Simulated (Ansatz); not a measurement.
By PBEsol, the system below comes out a metal.

The ballistic (Sharvin) conductance counts the channels at the Fermi level: G/A = (e²/h) × channels of both spins per area.

```yaml
crystal:
  lattice:
    - [4.56928, 0.00000, 0.00000]
    - [-2.28464, 3.95712, 0.00000]
    - [2.28464, 1.31904, 0.93270]
  atoms:
    - { symbol: Mo, position: [0.00000, 0.00000, 0.00000] }
```

The cell is strained (all lengths scaled by 1.02); by PBEsol it stands under a pressure of -21.8 GPa.

The current flows along the normal of the first two printed cell vectors, the (111) plane of the conventional cell. No spin-orbit coupling; the value is a mean over 0.1 eV about the Fermi level.

Question: Compute, with PBEsol run with Ansatz (an electronic-structure program), the ballistic conductance per area.

Answer: 1.1 × 10¹⁵ S/m² for both spins.
